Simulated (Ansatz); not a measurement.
Input and output of a self-consistent single point for TiV2Te4 (C2/m, 7 atoms in the cell) (Ansatz, an electronic-structure program).

Level of theory: LDA (PW92), PAW files made with PBE (plane waves; Ansatz).

The change in words: lattice scaled by 0.985. Reference geometry:
```
CELL_PARAMETERS angstrom
      6.94719    -2.00739     0.00000
      6.94719     2.00739     0.00000
     -3.53255     0.00000     6.07776
ATOMIC_POSITIONS crystal
  Ti 0.00000 0.00000 0.00000
  V  0.75600 0.75600 0.78539
  V  0.24400 0.24400 0.21461
  Te 0.88418 0.88418 0.22876
  Te 0.11582 0.11582 0.77124
  Te 0.63386 0.63386 0.30573
  Te 0.36614 0.36614 0.69427
```
Moments meant for the start (each program seeds them in its own way; μB, in the order of the atoms Ti V V Te Te Te Te): 0.0 2.0 2.0 0.0 0.0 0.0 0.0.

Reference input (self-consistent single point, DFT, LDA (PW92), plane waves, PAW files made with PBE): basis.ecutwfc = 420 eV; kpoints.mp_grid.grid = 6 6 4; hamiltonian.xc = lda; hamiltonian.pseudopotentials = {kind: paw} (the program's default PAW files); magnetization.spin_polarized = true; scf.occupations.method = fermi_dirac; scf.occupations.width = 0.05 eV. This run's input differs from it in these lines:

```diff
@@ -3,5 +3,5 @@
   lattice:
-    - [6.94719500, -2.00738500, 0.00000000]
-    - [6.94719500, 2.00738500, 0.00000000]
-    - [-3.53255500, 0.00000000, 6.07775800]
+    - [6.84298700, -1.97727400, 0.00000000]
+    - [6.84298700, 1.97727400, 0.00000000]
+    - [-3.47956700, 0.00000000, 5.98659200]
   atoms:
```

Log, with long lists cut:

```
SCF iter   1: F=—  HF=-35483.575462 eV  |F-HF|=—  |Δ(HF+E_count)|=         —  Δρ=3.26e-2 (↑3.26e-2 ↓2.30e-2)  dr2=5.32e0  dr2_m=7.28e-1  M=2.457 μB ∫|m|=2.872 μB  β_m=0.30  ethr=3.10e-3  ⟨swp⟩=6.6  Hψ=22180  notcnv=0  defer=1
Mixer restart at iter 1: flushing history
all-band conjugate gradients solve this SCF's bands
preconditioner: auto → Kerker (q_TF=auto, 2.526 Å⁻¹)
   [... lines left out ...]
SCF iter  13: F=—  HF=-35483.134646 eV  |F-HF|=—  |Δ(HF+E_count)|=   1.20e-7  Δρ=3.69e-6 (↑3.69e-6 ↓2.71e-6)  dr2=1.31e-7  dr2_m=4.46e-9  M=3.613 μB ∫|m|=4.193 μB  β_m=0.91  ethr=5.83e-10  ⟨swp⟩=2.8  Hψ=10704  notcnv=0  defer=112
SCF iter  14: F=-35483.134646 eV  HF=-35483.134646 eV  |F-HF|=2.38e-8  |Δ(HF+E_count)|=   1.42e-8  Δρ=2.26e-6 (↑2.26e-6 ↓8.73e-7)  dr2=2.96e-8  dr2_m=1.27e-9  M=3.613 μB ∫|m|=4.193 μB  ethr=9.80e-11  ⟨swp⟩=11.3  Hψ=22059  notcnv=0
SCF 1 converged in 14 iterations: F = -35483.134646 eV  dr2 = 2.96e-8
WARN: an SCF from antiferromagnetic starting moments (0.00, -2.00, 2.00, 0.00, 0.00, 0.00, 0.00 Bohr magnetons, atom by atom) was not made, by what the run has …
Magnetization: 3.6129 μB (52.8065 up, 49.1935 down)
   [... lines left out ...]
Absolute magnetization: 4.2183 μB (∫|ρ↑−ρ↓|, with the PAW one-centre terms)
Free energy (F): -35483.134646 eV
Fermi energy:    11.986913 eV
   [... lines left out ...]
  atom   7  Te    -0.08366672     0.00000000    -0.05740863
--- Stress (GPa, compression-positive) ---
       -3.551633       0.000000      -0.105490
        0.000000      -3.491675       0.000000
       -0.105491       0.000000      -3.449225
  P = ⅓ Tr σ = -3.4975 GPa (-34.975 kbar)
  The stress holds the Pulay correction. Without it, at fixed plane waves, as pw.x and ABINIT print it: P = -3.5571 GPa
```

The run converged in 14 iterations. Against the reference run the free energy goes down by 33.2 meV/atom, the pressure goes from -6.29 to -3.50 GPa, the largest force goes from 0.382 to 0.109 eV/Å and the size of the net moment hardly changes (0.55 to 0.52 μB/atom).

The starting cell comes from a database of computed structures (which also holds hypothetical and non-ambient phases and stackings), without a prior relaxation at this level. For this run, on top of that: lattice scaled by 0.985. The magnetic order is the one reached from the typed start; others were not searched systematically. The program warned that, by what it read of turns of the moments, another magnetic order lies lower. Ansatz's pressure includes its estimate of the finite-basis (Pulay) stress.

Cost on one core of a shared machine: roughly 40 s.

Keys are those of Ansatz 0.2.
